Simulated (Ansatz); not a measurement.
# GaP under a change: pressure 7.5 GPa

Base system: GaP in the zinc blende structure (space group F-43m, No. 216; a = 5.506 Å).

The change: cell and atoms relaxed at a pressure of 7.5 GPa.

All numbers come from PBE, PAW, 420 eV (Ansatz, an electronic-structure program; without spin-orbit coupling). k-mesh 10×10×10 (Γ-centred); smearing 0.05 eV (Fermi–Dirac).

- Volume per atom: 19.23 Å³ (base 20.87 Å³)
- Lattice parameter a: 5.359 Å (base 5.506 Å)
- Enthalpy H = E + PV relative to the base's energy: +0.94 eV/atom
- Band gap: 1.50 eV (base 1.58 eV)
- Gap character: indirect, Γ → Γ–X (87 % along) (base direct at Γ)
- Smallest direct gap: 2.26 eV (base 1.58 eV)
- Electron mass: 1.2 mₑ along k, 0.23 mₑ across (off the special points) (base 0.10 mₑ (at Γ))
- Hole mass (degenerate bands, along [100]): 0.13, 0.36, 0.36 mₑ (at Γ) (base 0.098, 0.40, 0.40 mₑ (at Γ))
- Valley order (the lowest conduction-band minima on the path, energy above the VBM, named in the base's zone): a point along ⟨100⟩, about 1.0 Å⁻¹ from Γ 1.50 eV; L along ⟨111⟩ 1.83 eV; Γ 2.26 eV (base Γ 1.58 eV; L along ⟨111⟩ 1.58 eV; a point along ⟨100⟩, about 1.0 Å⁻¹ from Γ 1.64 eV)

Final structure:

```xyz
2
Lattice="0.0000 2.6793 2.6793 2.6793 0.0000 2.6793 2.6793 2.6793 0.0000" Properties=species:S:1:pos:R:3 pbc="T T T"
P      4.0189     4.0189     4.0189
Ga     0.0000     0.0000     0.0000
```

Cost of the whole job for the changed cell (relaxation, final SCF and bands): roughly 16 core-seconds.

Load acts through the strain it causes; cell and atoms are relaxed under it. Effective masses come from finite differences of ±0.01 Å⁻¹. Along k means along the line from Γ to the band edge. Whether these cells are dynamically stable was not tested. Tetrahedral semiconductors of this kind turn to denser phases somewhere between about 1 and 50 GPa; those were not computed, so compressed cells here can lie past the real transition. The real GaP has an indirect gap at ambient pressure; PBE orders its close-lying valleys differently.
